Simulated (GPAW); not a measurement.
```xyz
12
Lattice="5.1843 0.0000 0.0000 0.0000 5.1559 0.0000 -0.8990 0.0000 5.1720" Properties=species:S:1:pos:R:3 pbc="T T T"
Sc     3.3298     2.4361     1.4882
Sc     0.9555     2.7198     3.6838
Sc     1.4050     5.0141     1.0978
Sc     2.8803     0.1418     4.0743
O      2.8098     3.8478     0.0629
O      1.4755     1.3081     5.1091
O      1.9250     1.2699     2.5231
O      2.3604     3.8861     2.6489
F      4.2980     1.6773     3.4023
F     -0.0127     3.4787     1.7697
F     -0.4622     4.2553     4.3557
F      4.7475     0.9007     0.8163
```

Method of the run: LDA (Perdew-Wang 92)+U, GPAW PAW datasets LDA (gpaw-data 1.0.1) (plane waves; GPAW 25.7.0).

The set-up and first iterations of a GPAW log for ScOF (P2_1/c, 12 atoms in the cell):

```
Input parameters:
  convergence: {bands: -4,
                density: 1e-05}
  kpts: [3 3 3]
  maxiter: 150
  mode: {ecut: 950,
         name: pw}
  nbands: -6
  occupations: {name: fermi-dirac,
                width: 0.0}
  setups: {Sc: :d,2.0}
  symmetry: {symmorphic: False,
             tolerance: 0.0005}

species:
  Sc:
    name: Scandium
    Z: 21.0
    valence: 11
    core: 10
    charge: 0.0
    Hubbard: {U: 2.0,  # eV
              l: 2,
              scale: True}
    file: Sc.LDA.gz

    # Using partial waves for Sc as LCAO basis

  O:
    name: Oxygen
    Z: 8.0
    valence: 6
    core: 2
    charge: 0.0
    file: O.LDA.gz

    # Using partial waves for O as LCAO basis

  F:
    name: Fluorine
    Z: 9.0
    valence: 7
    core: 2
    charge: 0.0
    file: F.LDA.gz

    # Using partial waves for F as LCAO basis

Reference energy: -101873.980291  # eV

Spin-paired calculation

Convergence criteria:
   [... lines left out ...]
  54 bands from LCAO basis set

Atomic positions and initial magnetic moments

Positions:
   0 Sc     3.329828    2.436135    1.488250    ( 0.0000,  0.0000,  0.0000)
   1 Sc     0.955482    2.719815    3.683774    ( 0.0000,  0.0000,  0.0000)
   2 Sc     1.404967    5.014110    1.097762    ( 0.0000,  0.0000,  0.0000)
   3 Sc     2.880343    0.141840    4.074262    ( 0.0000,  0.0000,  0.0000)
   4 O      2.809835    3.847834    0.062892    ( 0.0000,  0.0000,  0.0000)
   5 O      1.475475    1.308116    5.109132    ( 0.0000,  0.0000,  0.0000)
   6 O      1.924960    1.269859    2.523120    ( 0.0000,  0.0000,  0.0000)
   7 O      2.360350    3.886091    2.648904    ( 0.0000,  0.0000,  0.0000)
   8 F      4.297977    1.677282    3.402313    ( 0.0000,  0.0000,  0.0000)
   9 F     -0.012667    3.478668    1.769711    ( 0.0000,  0.0000,  0.0000)
  10 F     -0.462152    4.255257    4.355723    ( 0.0000,  0.0000,  0.0000)
  11 F      4.747462    0.900693    0.816301    ( 0.0000,  0.0000,  0.0000)

Unit cell:
           periodic     x           y           z      points  spacing
  1. axis:    yes    5.184280    0.000000    0.000000    40     0.1277
  2. axis:    yes    0.000000    5.155950    0.000000    40     0.1289
  3. axis:    yes   -0.898970    0.000000    5.172024    40     0.1293

  Lengths:   5.184280   5.155950   5.249569
  Angles:   90.000000  99.860297  90.000000

Effective grid spacing dv^(1/3) = 0.1293
     iter     time        total  log10-change:
                         energy   eigst   dens
iter:   1 --:--:--  -108.716549   +0.94
iter:   2 --:--:--  -106.054818   +0.24  -1.03
iter:   3 --:--:--   -95.116868   +0.68  -1.07
iter:   4 --:--:--   -96.768342   +0.39  -1.42
iter:   5 --:--:--   -97.775880   -0.37  -1.46
```

Question: How does the run end?

Answer: The run converged in 72 iterations. Convergence of the loop says nothing yet on basis, mesh or lower states. It ends on: free energy E − TS (from the program's reference atoms) -97.4545 eV; top of the valence band (on the code's own zero) 3.80 eV; gap on the k-point mesh 4.93 eV; largest force (vector length) 0.089 eV/Å. The log goes on:

```
   [... 11 lines left out ...]
iter:  17 --:--:--   -97.450029   -0.84  -1.86
iter:  18 --:--:--   -97.530219   -0.61  -2.25
iter:  19 --:--:--   -97.456955   -1.51  -2.32
   [... lines left out ...]
iter:  58 --:--:--   -97.454506c  -6.08  -4.62
iter:  59 --:--:--   -97.454506c  -6.21  -5.00
iter:  60 --:--:--   -97.454506c  -6.37  -5.40c
iter:  61 --:--:--   -97.454506c  -6.58  -5.46c
iter:  62 --:--:--   -97.454506c  -6.64  -5.52c
iter:  63 --:--:--   -97.454506c  -6.65  -5.55c
iter:  64 --:--:--   -97.454506c  -6.67  -5.44c
iter:  65 --:--:--   -97.454506c  -6.88  -5.41c
iter:  66 --:--:--   -97.454506c  -6.87  -5.85c
iter:  67 --:--:--   -97.454506c  -6.94  -6.02c
iter:  68 --:--:--   -97.454506c  -7.06  -6.23c
iter:  69 --:--:--   -97.454506c  -7.22  -6.07c
iter:  70 --:--:--   -97.454506c  -7.28  -6.27c
iter:  71 --:--:--   -97.454506c  -7.37  -6.63c
iter:  72 --:--:--   -97.454506c  -7.43c -6.25c
Converged after 72 iterations.

Dipole moment: (0.000000, 0.000000, -0.000000) |e|*Ang

Energy contributions relative to reference atoms: (reference = -101873.980291)

Kinetic:        +73.725771
Potential:      -87.429290
External:        +0.000000
XC:             -84.850338
Entropy (-ST):   +0.000000
Local:           +1.099351
SIC:             +0.000000
--------------------------
Free energy:    -97.454506
Extrapolated:   -97.454506

Showing only first 2 kpts
 Kpt  Band  Eigenvalues  Occupancy
  0    46      3.67318    2.00000
  0    47      3.70100    2.00000
  0    48      8.79321    0.00000
  0    49      9.02203    0.00000

  1    46      3.69598    2.00000
  1    47      3.75215    2.00000
  1    48      9.00223    0.00000
  1    49      9.04682    0.00000

Fermi level: 6.26044

Gap: 4.928 eV
Transition (v -> c):
  (s=0, k=8, n=47, [0.33, 0.33, 0.00]) -> (s=0, k=5, n=48, [0.33, 0.00, 0.00])
Direct/indirect transitions are different
Direct gap: 4.957 eV
   [... lines left out ...]
  4 O    -0.08299    0.01682   -0.02790
  5 O     0.08299   -0.01682    0.02790
  6 O     0.08299    0.01682    0.02790
  7 O    -0.08299   -0.01682   -0.02790
  8 F    -0.01411    0.02955   -0.07136
  9 F     0.01411   -0.02955    0.07136
 10 F     0.01411    0.02955    0.07136
 11 F    -0.01411   -0.02955   -0.07136

Stress tensor:
     0.039807     0.000000     0.002196
     0.000000     0.040206     0.000000
     0.002196     0.000000     0.039478
Stress (GPa, Voigt): [6.3778 6.4417 6.3251 0.     0.3518 0.    ]
```

For comparison: a first run (DFT LDA (Perdew-Wang 92), plane waves, GPAW PAW datasets LDA (gpaw-data 1.0.1)) was changed to give this one (setups: default → {Sc: :d,2.0}), and from it to this one the largest force goes from 0.152 to 0.089 eV/Å and the gap on the mesh goes from 4.532 to 4.928 eV.

The starting cell comes from a database of computed structures (which also holds hypothetical and non-ambient phases and stackings), without a prior relaxation at this level. Spin polarisation is off. The U value is a test value.

The run was DFT LDA (Perdew-Wang 92)+U, plane waves, GPAW PAW datasets LDA (gpaw-data 1.0.1). Main settings of its input:

- mode: pw
- ecut: 950 eV
- xc: LDA
- setups: {Sc: :d,2.0}
- kpts: 3 3 3
- mesh shift (steps): 0 0 0
- occupations.name: fermi-dirac
- occupations.width: 0 eV
- nbands: -6
- convergence.density: 1e-05 e/electron
- convergence.bands: -4
- symmetry.symmorphic: false
